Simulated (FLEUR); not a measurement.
FLEUR run on HfC (Fm-3m, 2 atoms in the cell): self-consistent single point

Computed with PBE, all-electron FLAPW (FLEUR), scalar-relativistic valence.

This input was run:

Input of the input generator:

```
HfC crystal
&input film=f /
-0.0000000000 4.4650222106 4.4650222106
4.4650222106 -0.0000000000 4.4650222106
4.4650222106 4.4650222106 -0.0000000000
1.0
1.0 1.0 1.0

2
72 0.0000000000 0.0000000000 0.0000000000
6 0.5000000000 0.5000000000 0.5000000000

&comp jspins=1 /
&kpt div1=12 div2=12 div3=12 gamma=t /
&end /
```

```xml
<?xml version="1.0" encoding="UTF-8" standalone="no"?>
<fleurInput fleurInputVersion="0.39">
   <comment>
      HfC crystal                                                                                         
   </comment>
   <calculationSetup>
      <cutoffs Kmax="4.0" Gmax="16.0" GmaxXC="16.0" numbands="0"/>
      <scfLoop itmax="60" minDistance="0.00001" maxIterBroyd="15" imix="Anderson" alpha="0.05" precondParam="0.0" spinf="2.0"/>
      <coreElectrons ctail="T" frcor="F" kcrel="0" coretail_lmax="0"/>
      <xcFunctional name="pbe" relativisticCorrections="F"/>
      <magnetism jspins="1"/>
      <soc l_soc="F" theta="0.0" phi="0.0" spav="F"/>
      <expertModes spex="0" secvar="F"/>
      <geometryOptimization l_f="T" forcealpha="1.0" forcemix="BFGS" epsdisp="0.00001" epsforce="0.00001"/>
      <ldaU l_linMix="F" mixParam="0.05" spinf="1.0"/>
   </calculationSetup>
   <cell>
      <bzIntegration valenceElectrons="30.0" mode="hist" fermiSmearingEnergy="0.00367493">
         <kPointListSelection listName="default-1"/>
         <!-- k-points included here -->
         <xi:include xmlns:xi="http://www.w3.org/2001/XInclude" href="kpts.xml"> </xi:include>
      </bzIntegration>
      <!-- symmetry operations included here -->
      <xi:include xmlns:xi="http://www.w3.org/2001/XInclude" href="sym.xml"> </xi:include>
      <bulkLattice scale="1.0">
         <bravaisMatrix>
            <row-1>    0.0000000000000000     4.4650222105999999     4.4650222105999999</row-1>
            <row-2>    4.4650222105999999     0.0000000000000000     4.4650222105999999</row-2>
            <row-3>    4.4650222105999999     4.4650222105999999     0.0000000000000000</row-3>
         </bravaisMatrix>
      </bulkLattice>
   </cell>
   <atomSpecies>
      <species name="Hafnium (Hf)" element="Hf" atomicNumber="72">
         <mtSphere radius="2.66" gridPoints="919" logIncrement="0.015"/>
         <atomicCutoffs lmax="10" lnonsphr="8"/>
         <electronConfig flipSpins="F">
            <coreConfig>(1s1/2) (2s1/2) (2p1/2) (2p3/2) (3s1/2) (3p1/2) (3p3/2) (4s1/2) (3d3/2) (3d5/2) (4p1/2) (4p3/2) (4d3/2) (4d5/2)</coreConfig>
            <valenceConfig>(5s1/2) (5p1/2) (5p3/2) (6s1/2) (4f5/2) (4f7/2) (5d3/2) (5d5/2)</valenceConfig>
            <stateOccupation state="(5d3/2)" spinUp="0.4" spinDown="0.4"/>
            <stateOccupation state="(5d5/2)" spinUp="0.6" spinDown="0.6"/>
         </electronConfig>
         <energyParameters s="6" p="6" d="5" f="5"/>
         <lo type="SCLO" l="0" n="5" eDeriv="0"/>
         <lo type="SCLO" l="1" n="5" eDeriv="0"/>
         <lo type="SCLO" l="3" n="4" eDeriv="0"/>
      </species>
      <species name="Carbon (C)" element="C" atomicNumber="6">
         <mtSphere radius="1.50" gridPoints="519" logIncrement="0.02"/>
         <atomicCutoffs lmax="6" lnonsphr="4"/>
         <electronConfig flipSpins="F">
            <coreConfig>(1s1/2)</coreConfig>
            <valenceConfig>(2s1/2) (2p1/2) (2p3/2)</valenceConfig>
            <stateOccupation state="(2p1/2)" spinUp="0.3333333333333" spinDown="0.3333333333333"/>
            <stateOccupation state="(2p3/2)" spinUp="0.6666666666667" spinDown="0.6666666666667"/>
         </electronConfig>
         <energyParameters s="2" p="2" d="3" f="4"/>
      </species>
   </atomSpecies>
   <atomGroups>
      <atomGroup species="Hafnium (Hf)">
         <relPos label="                   1">.0000000000 .0000000000 .0000000000</relPos>
         <force calculate="T" relaxXYZ="TTT"/>
      </atomGroup>
      <atomGroup species="Carbon (C)">
         <relPos label="                   2">1.000/2.000 1.000/2.000 1.000/2.000</relPos>
         <force calculate="T" relaxXYZ="TTT"/>
      </atomGroup>
   </atomGroups>
   <output dos="F" band="F" slice="F">
      <checks vchk="F" cdinf="F"/>
      <bandDOS minEnergy="-.5*Htr" maxEnergy="0.5*Htr" sigma="0.015" storeEVData="T"/>
      <vacuumDOS vacdos="F" integ="F" star="F" nstars="0" locx1="0.0" locy1="0.0" locx2="0.0" locy2="0.0" nstm="0" tworkf="0.0"/>
      <unfoldingBand unfoldBand="F" supercellX="1" supercellY="1" supercellZ="1"/>
      <plotting iplot="0" polar="F">
         <plot TwoD="T" vec1="  1.0  0.0  0.0" vec2="  0.0  1.0  0.0" vec3="  0.0  0.0  1.0" zero="  0.0  0.0  0.0" file="plot"/>
      </plotting>
      <chargeDensitySlicing numkpt="0" minEigenval="0.0" maxEigenval="0.0" nnne="0" pallst="F"/>
      <specialOutput eonly="F"/>
      <magneticCircularDichroism mcd="F" energyLo="-10.0" energyUp="0.0"/>
   </output>
  <!-- We include the file relax.xml here to enable relaxations (see documentation) -->
  <xi:include xmlns:xi="http://www.w3.org/2001/XInclude" href="relax.xml"> <xi:fallback/> </xi:include>
</fleurInput>
```

Output, abridged:

```
      Welcome to FLEUR        (www.flapw.de)
      MaX-Release 8.1          (www.max-centre.eu)

 ========== k-point set info ==========
 Selected k-point list: default-1
 k-point list type: mesh
 12 x 12 x 12
 Number of k points: 72

 ------------Calculation Setup---------------------------
           1           2           3           4           6           8           9          12          18          24          36          72
 Number of basis functions:          244
 Iteration:     1   Distance:      23.77653959 me/bohr^3
 Iteration:     2   Distance:      20.01330671 me/bohr^3
 Iteration:     3   Distance:       8.09856384 me/bohr^3
 Iteration:     4   Distance:       5.68892778 me/bohr^3
 Iteration:     5   Distance:       3.78554979 me/bohr^3
 Iteration:     6   Distance:       0.83009426 me/bohr^3
   [... 5 lines left out ...]
 Iteration:    12   Distance:       0.00420577 me/bohr^3
 Iteration:    13   Distance:       0.00066687 me/bohr^3
 Iteration:    14   Distance:       0.00005350 me/bohr^3
 Iteration:    15   Distance:       0.00001032 me/bohr^3
 Iteration:    16   Distance:       0.00000859 me/bohr^3

 Run finished successfully
 Stop message:
   Structural relaxation: Done

[file out, last iteration]
             iter=     17
          p o t e n t i a l   g e n e r a t o r
[...]
          integral of pseudo charge density inside the slab=        0.000000   0.000000
     coulomb potential in the interstitial region:
          density-coulomb potential integrals
          total density-coulomb potenti   -25758.0299120121
          density-effective potential integrals for spin  1
          total density-effective poten   -2.6170404943E+04
          charge density-energy density integrals
          total charge density-energy d   -3.1532834105E+02
 Updated energy parameters for spin:           1
  Atom    1 6s branch from -1.81 to  1.89 htr. ; e_l =  0.2967
  Atom    1 6p branch from -0.60 to  2.72 htr. ; e_l =  0.4293
  Atom    1 5d branch from -6.94 to  0.93 htr. ; e_l =  0.4483
  Atom    1 5f branch from  0.02 to  2.62 htr. ; e_l =  0.6840
  Atom    1 5s branch from-18.16 to -1.81 htr. ; e_l(l -1.8225
  Atom    1 5p branch from-13.26 to -0.60 htr. ; e_l(l -0.6894
  Atom    1 4f branch from -9.99 to  0.02 htr. ; e_l(l  0.0230
  Atom    2 2s branch from -9.30 to  1.98 htr. ; e_l = -0.0637
  Atom    2 2p branch from -9.99 to  1.86 htr. ; e_l =  0.1583
  Atom    2 3d branch from -9.99 to  5.69 htr. ; e_l =  0.3794
  Atom    2 4f branch from -9.99 to  9.51 htr. ; e_l =  0.5396
[...]
 fermi energy and band-weighting factors:
at   0.00000   0.00000   0.00000   k-weight:    0.000579
   24 eigenvalues :
   -1.823693   -0.663557   -0.663557   -0.663557   -0.013858    0.015373    0.015920    0.015920
    0.015920    0.018276    0.018276    0.018276    0.468170    0.468170    0.468170    0.480432
    0.480432    0.480432    0.549135    0.549135    0.658792    0.829333    1.324147    1.324147
   [... 2 blocks of this kind left out ...]

[...]
FERMIE:
          first approx. to ef    (T=0)  :   0.433270 htr   (energy of the highest occ. eigenvalue)
          number of occ. states  (T=0)  :       1078
          first approx. to seigv (T=0)  :  -5.287880 htr
          sum of weights of occ. states :  15.008102
          sum of semicore charge        :   0.000000 e
FERHIS:  Fermi-Energy by histogram:
          bandgap                     :   0.000164 htr
          charge neutrality (T=0)     :   0.016204    (zero if the highest occ. eigenvalue is "entirely" occupied)
     EF_NEWTON:  Adjust Fermi-Energy by Newton-Method.
               Number of iterations needed  :   4
               The error in the weight is   :  0.87985E-14
               The error in ef is           : -0.23678E-14 htr
     -->  new fermi energy            :   0.430773 htr
          valence charge              :  30.000000 e
          actual charge blw ef-8kt    :  29.708333 e
          actual charge blw ef+8kt    :  30.000000 e
          number of occ. states       :      1092
          sum of the valence weights  :   15.000000
          entropy         :   0.092793 *kb htr/K =   0.00000 htr/K
          sum of val. single particle energies:        -5.2947412603 htr
 Direct bandgap for spin            1 :    1.1594297093937167E-002  Htr
 at k-point            2  with k-vector    0.0000000000000000        0.0000000000000000        8.3333333333333329E-002
          valence density: spin= 1
[...]
     l-like charge
     atom     s        p        d        f        total
 -->  1    2.29586  6.28162  1.56040 14.05332   24.21422
 -->  2    0.85918  1.48168  0.00719  0.00061    2.34876
          total charge for spin  1=   30.000000
          interst. charge =       3.437020
          mt charge=             24.214221    2.348759
          total charge  =   30.000000
          z= 72.     r(1)=  0.278386E-05     dx= 0.015000     m.t.index= 919
               n    l     j    energy       weight
               1.   0.   0.5-2395.4846      2.0000
               2.   0.   0.5 -408.8839      2.0000
               2.   1.   0.5 -390.4482      2.0000
   [... 11 lines left out ...]
          atom type    1  (spin 1)
          kinetic energy=  0.163495717599E+05     sum of the eigenvalues= -0.921810385436E+04
          0.00000099  electrons lost from core.
          z=  6.     r(1)=  0.475117E-04     dx= 0.020000     m.t.index= 519
               n    l     j    energy       weight
               1.   0.   0.5   -9.3043      2.0000
          atom type    2  (spin 1)
          kinetic energy=  0.319266800154E+02     sum of the eigenvalues= -0.186086540356E+02
          0.00004947  electrons lost from core.
          total charge for spin  1=   78.000000
          interst. charge =       3.437070
          mt charge=             70.214220    4.348710
          total charge  =   78.000000
          zc=    78.000000     qfix=    1.000000
     t o t a l  e n e r g y
          sum of eigenvalues =             -9242.0072496533
          density-coulomb potential int   -25758.0299120121
          density-effective potential i   -26170.4049428935
          charge density-ex.-corr.energ     -315.3283410495
          el.-nucl. inter. diff. m.t.      18785.9263627303
          Madelung term for atom type:       -37.9985261909
          el.-nucl. inter. diff. m.t.         42.0616224397
          Madelung term for atom type:        -4.0712031758
 ---->    total energy=                   -15136.0033183520 htr
 ---->    (input%tkb*entropy) TS=              0.0003410077 htr
 ---->    free energy=                    -15136.0036593597 htr
      extrapolation for T->0
 ---->    total electron energy=          -15136.0034888559 htr
 ***** TOTAL FORCES ON ATOMS *****
 TOTAL FORCE FOR ATOM TYPE=  1  X=  0.000   Y=  0.000   Z=  0.000
                       FX_TOT= 0.000000 FY_TOT= 0.000000 FZ_TOT= 0.000000
 TOTAL FORCE FOR ATOM TYPE=  2  X=  4.465   Y=  4.465   Z=  4.465
                       FX_TOT= 0.000000 FY_TOT= 0.000000 FZ_TOT= 0.000000
 Structural relaxation: Done
```

The run converged in 16 iterations. FLEUR gives forces in its relaxation mode, with a further iteration, so its stop message speaks of a relaxation.

The starting cell comes from a database of computed structures (which also holds hypothetical and non-ambient phases and stackings), without a prior relaxation at this level. Its lattice was rescaled by a random factor within 2.5 % of one. Spin-orbit coupling is off. Values depend on the basis (sphere radii, cutoffs, local orbitals), which need not be converged. The log's line on a gap gives a spacing of levels on this mesh, which the program prints for metals too.

Cost on one core of a shared machine: roughly 70 s.
